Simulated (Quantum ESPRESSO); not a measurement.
**Short convergence ladders for Au (Fm-3m, 1 atom in the cell)**

```
Au
1.0
   -2.03388     0.00000     2.03388
    0.00000     2.03388     2.03388
   -2.03388     2.03388     0.00000
Au
1
Direct
  0.00000   0.00000   0.00000
```

Base method: PBEsol, SSSP 1.1.2 precision (PBE) pseudopotentials (plane waves; Quantum ESPRESSO 7.5).

Base settings: ecutwfc = 75 Ry; occupations = smearing; smearing = fermi-dirac; degauss = 0.0073499 Ry; input_dft = pbesol; potentials = {Au: Au_ONCV_PBE-1.0.oncvpsp.upf}; K_POINTS = automatic 14 14 14 0 0 0; conv_thr = 1e-10 Ry; mixing_beta = 0.4.

The count of work is k-points × plane waves × bands × iterations; it is no time. Core times come from one kind of shared machine, to one figure; runs under 30 s give none.

**The k-point mesh at a smearing width of 0.02 eV**

In this ladder: degauss = 0.00147 Ry.

Only quantities that move along the ladder and can be compared are tabulated.

```csv
K_POINTS,free energy less the last step's (meV/atom),pressure (GPa),count of work / last,core time / last (rough)
automatic 5 5 5 0 0 0,-106.94,0.52,0.010,–
automatic 6 6 6 0 0 0,75.16,2.62,0.017,–
automatic 7 7 7 0 0 0,-52.07,0.97,0.021,–
automatic 9 9 9 0 0 0,-24.51,1.12,0.036,–
automatic 10 10 10 0 0 0,22.53,1.63,0.048,–
automatic 13 13 13 0 0 0,-3.85,0.84,0.087,–
automatic 15 15 15 0 0 0,-0.30,0.96,0.12,0.2
automatic 22 22 22 0 0 0,-0.90,1.10,0.34,0.3
automatic 33 33 33 0 0 0,0.00,1.12,1.0,1
```

Coarsest K_POINTS that holds the free energy within 5 meV/atom of the last step, with all finer ones: automatic 13 13 13 0 0 0, at 0.087 of the last step's count of work; the step before is off by 23 meV/atom.

Coarsest K_POINTS that holds the pressure within 1 GPa of the last step, with all finer ones: automatic 7 7 7 0 0 0, at 0.021 of the last step's count of work; the step before is off by 1.5 GPa.

**The width of Fermi-Dirac smearing**

In this ladder: K_POINTS = automatic 23 23 23 0 0 0.

Narrow widths need finer meshes than wide ones, so the last steps can hold mesh noise.

Only quantities that move along the ladder and can be compared are tabulated; pressure and forces are left out, as mesh noise rules them at narrow widths.

```csv
degauss,free energy less the last step's (meV/atom),energy extrapolated to zero width less the last step's (meV/atom),core time / last (rough)
0.073499 Ry,-675.36,127.19,2
0.036749 Ry,-130.18,18.03,1
0.02205 Ry,-42.66,0.07,1
0.0147 Ry,-18.62,-1.25,1
0.0073499 Ry,-4.14,-0.63,1
0.0036749 Ry,0.00,0.00,1
```

Widest degauss that holds the free energy within 5 meV/atom: not settled: the last two steps still differ by 4.1 meV/atom, over half the tolerance, so the ladder does not show it.

State of the energy extrapolated to zero width at the end of the ladder: still drifting one way, by 1.2 meV/atom over the last two steps, so the last step is no safe reference.

The extrapolation to zero width removes most of the smearing's effect on the energy.

**The width of cold smearing**

In this ladder: smearing = marzari-vanderbilt; K_POINTS = automatic 23 23 23 0 0 0.

Narrow widths need finer meshes than wide ones, so the last steps can hold mesh noise.

Only quantities that move along the ladder and can be compared are tabulated; pressure and forces are left out, as mesh noise rules them at narrow widths.

```tsv
degauss	free energy less the last step's (meV/atom)	core time / last (rough)
0.036749 Ry	-1.71	0.8
0.02205 Ry	-1.62	0.8
0.0147 Ry	-1.11	0.7
0.0073499 Ry	-0.29	0.8
0.0036749 Ry	0.00	1
```

Widest degauss that holds the free energy within 1 meV/atom of the last step, with all finer ones: 0.0073499 Ry; the step before is off by 1.1 meV/atom.

On the base run: the starting cell has typed, rounded lattice constants, without a prior relaxation at this level. Its lattice was rescaled by up to half a per cent.

Left out of this page: 4 runs of the series outside the window shown, repeating another row's setting, or not comparable; 1 run of the series unsound by tests on forces, stress, charge or solver warnings.
